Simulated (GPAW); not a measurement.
## GPAW run on MgH₂ (P4_2/mnm, 6 atoms in the cell): self-consistent single point

Method of the run: PBE, GPAW PAW datasets PBE (gpaw-data 1.0.1) (plane waves; GPAW 25.7.0).

The input file:

```python
from ase import Atoms
from ase.units import GPa
from gpaw import GPAW, PW, FermiDirac

atoms = Atoms(['Mg', 'Mg', 'H', 'H', 'H', 'H'],
              cell=[[4.568910, 0.000000, 0.000000],
                    [0.000000, 4.568910, 0.000000],
                    [0.000000, 0.000000, 3.054186]],
              positions=[[2.284455, 2.284455, 1.527093],
                         [0.000000, 0.000000, 0.000000],
                         [3.177997, 3.177997, 0.000000],
                         [1.390913, 1.390913, 0.000000],
                         [3.675368, 0.893542, 1.527093],
                         [0.893542, 3.675368, 1.527093]],
              pbc=True)

calc = GPAW(mode=PW(850),
            xc='PBE',
            kpts={'size': (4, 4, 6), 'gamma': True},
            occupations=FermiDirac(0.0),
            nbands=-4,
            convergence={'bands': -2},
            symmetry={'symmorphic': False, 'tolerance': 0.0005},
            maxiter=120,
            txt='-')

atoms.calc = calc

energy = atoms.get_potential_energy()
print('Energy (eV):', round(energy, 6))
forces = atoms.get_forces()
print('Forces (eV/Ang):')
print(forces.round(5))
stress = atoms.get_stress()
print('Stress (GPa, Voigt):', (stress / GPa).round(4))
```

Output (repeated stretches shortened):

```
Input parameters:
  convergence: {bands: -2}
  kpts: {gamma: True,
         size: (4, 4, 6)}
  maxiter: 120
  mode: {ecut: 850.0,
         name: pw}
  nbands: -4
  occupations: {fixmagmom: False,
                name: fermi-dirac,
                width: 0.0}
  symmetry: {symmorphic: False,
             tolerance: 0.0005}
  xc: PBE

species:
  Mg:
    name: Magnesium
    Z: 12.0
    valence: 10
    core: 2
    charge: 0.0
    file: Mg.PBE.gz

    # Using partial waves for Mg as LCAO basis

  H:
    name: Hydrogen
    Z: 1.0
    valence: 1
    core: 0
    charge: 0.0
    file: H.PBE.gz

    # Using partial waves for H as LCAO basis

Reference energy: -10949.250426  # eV

Spin-paired calculation

Convergence criteria:
 Maximum [total energy] change in last 3 cyles: 0.0005 eV / valence electron
 Maximum integral of absolute [dens]ity change: 0.0001 electrons / valence electron
 Maximum integral of absolute [eigenst]ate change: 4e-08 eV^2 / valence electron
 Maximum number of scf [iter]ations: 120

Symmetries present (total): 16
Symmetries with fractional translations: 8
96 k-points: 4 x 4 x 6 Monkhorst-Pack grid + [1/8,1/8,1/12]
24 k-points in the irreducible part of the Brillouin zone
       k-points in crystal coordinates                weights
   0:     0.00000000    0.00000000    0.00000000          1/96
   1:     0.00000000    0.00000000    0.16666667          2/96
   2:     0.00000000    0.00000000    0.33333333          2/96
   [... 7 lines left out ...]
          ...
  23:     0.50000000    0.50000000    0.50000000          1/96

Wave functions: Plane wave expansion
  Cutoff energy: 850.000 eV
  Number of coefficients (min, max): 3562, 3632
  Pulay-stress correction: 0.000000 eV/Ang^3 (de/decut=0.000000)

Occupation numbers: # Zero width

Eigensolver

Densities:
  Coarse grid: 32*32*24 grid
  Fine grid: 64*64*48 grid
  Total Charge: 0.000000

Density mixing:
  Method: separate
  Backend: pulay
  Linear mixing parameter: 0.05
  old densities: 5
  Damping of long wavelength oscillations: 50

Hamiltonian:
  XC and Coulomb potentials evaluated on a 64*64*48 grid
  External potential:
    NoExternalPotential

XC parameters: PBE with 2 nearest neighbor stencil

Number of atoms: 6
Number of atomic orbitals: 20
Number of bands in calculation: 16
Number of valence electrons: 24
Bands to converge: 14

Density initialized from atomic densities
  16 bands from LCAO basis set

Atomic positions and initial magnetic moments

Positions:
   0 Mg     2.284455    2.284455    1.527093    ( 0.0000,  0.0000,  0.0000)
   1 Mg     0.000000    0.000000    0.000000    ( 0.0000,  0.0000,  0.0000)
   2 H      3.177997    3.177997    0.000000    ( 0.0000,  0.0000,  0.0000)
   3 H      1.390913    1.390913    0.000000    ( 0.0000,  0.0000,  0.0000)
   4 H      3.675368    0.893542    1.527093    ( 0.0000,  0.0000,  0.0000)
   5 H      0.893542    3.675368    1.527093    ( 0.0000,  0.0000,  0.0000)

Unit cell:
           periodic     x           y           z      points  spacing
  1. axis:    yes    4.568910    0.000000    0.000000    32     0.1428
  2. axis:    yes    0.000000    4.568910    0.000000    32     0.1428
  3. axis:    yes    0.000000    0.000000    3.054186    24     0.1273

  Lengths:   4.568910   4.568910   3.054186
  Angles:   90.000000  90.000000  90.000000

Effective grid spacing dv^(1/3) = 0.1374

     iter     time        total  log10-change:
                         energy   eigst   dens
iter:   1 --:--:--   -18.961109   +0.65
iter:   2 --:--:--   -18.855606   +0.18  -0.94
iter:   3 --:--:--   -17.836130   +0.03  -0.96
iter:   4 --:--:--   -17.858529   -0.56  -1.94
iter:   5 --:--:--   -17.975667   -1.13  -2.02
iter:   6 --:--:--   -17.872854   -2.00  -1.63
iter:   7 --:--:--   -17.873335   -2.97  -2.71
iter:   8 --:--:--   -17.873479c  -3.66  -2.68
iter:   9 --:--:--   -17.873629c  -4.24  -2.65
iter:  10 --:--:--   -17.873058c  -3.62  -2.61
iter:  11 --:--:--   -17.873087c  -4.64  -3.03
iter:  12 --:--:--   -17.872850c  -2.45  -3.00
iter:  13 --:--:--   -17.872804c  -4.65  -3.22
iter:  14 --:--:--   -17.872802c  -5.51  -3.64
iter:  15 --:--:--   -17.872802c  -3.15  -4.08c
iter:  16 --:--:--   -17.872801c  -5.13  -4.19c
iter:  17 --:--:--   -17.872801c  -6.75  -4.89c
iter:  18 --:--:--   -17.872801c  -7.52c -4.99c

Converged after 18 iterations.

Dipole moment: (0.000000, -0.000000, -0.000000) |e|*Ang

Energy contributions relative to reference atoms: (reference = -10949.250426)

Kinetic:         +8.427269
Potential:       -8.273585
External:        +0.000000
XC:             -17.972351
Entropy (-ST):   +0.000000
Local:           -0.054134
SIC:             +0.000000
--------------------------
Free energy:    -17.872801
Extrapolated:   -17.872801

Showing only first 2 kpts
 Kpt  Band  Eigenvalues  Occupancy
  0    10     -1.40709    2.00000
  0    11     -0.44103    2.00000
  0    12      4.77042    0.00000
  0    13      4.88473    0.00000

  1    10     -1.14410    2.00000
  1    11     -0.46143    2.00000
  1    12      4.98163    0.00000
  1    13      5.21634    0.00000

Fermi level: 1.85340

Gap: 3.777 eV
Transition (v -> c):
  (s=0, k=4, n=11, [0.25, 0.00, 0.00]) -> (s=0, k=23, n=12, [0.50, 0.50, 0.50])
Direct/indirect transitions are different
Direct gap: 4.594 eV
Transition at: (s=0, k=11, n=11, [0.25, 0.25, 0.50])
Energy (eV): -17.872801

Forces in eV/Ang:
  0 Mg   -0.00000    0.00000    0.00000
  1 Mg    0.00000   -0.00000    0.00000
  2 H    -0.00862   -0.00862    0.00000
  3 H     0.00862    0.00862    0.00000
  4 H     0.00862   -0.00862    0.00000
  5 H    -0.00862    0.00862    0.00000

Stress tensor:
     0.009684    -0.000000     0.000000
    -0.000000     0.009684     0.000000
     0.000000     0.000000     0.014899
Stress (GPa, Voigt): [ 1.5515  1.5515  2.387   0.      0.     -0.    ]
```

The run converged in 18 iterations. GPAW prints stress with tension positive.

The starting cell comes from a database of computed structures (which also holds hypothetical and non-ambient phases and stackings), without a prior relaxation at this level. Its lattice was rescaled by a random factor within 2.5 % of one.

Cost on one core of a shared machine: roughly 30 s.
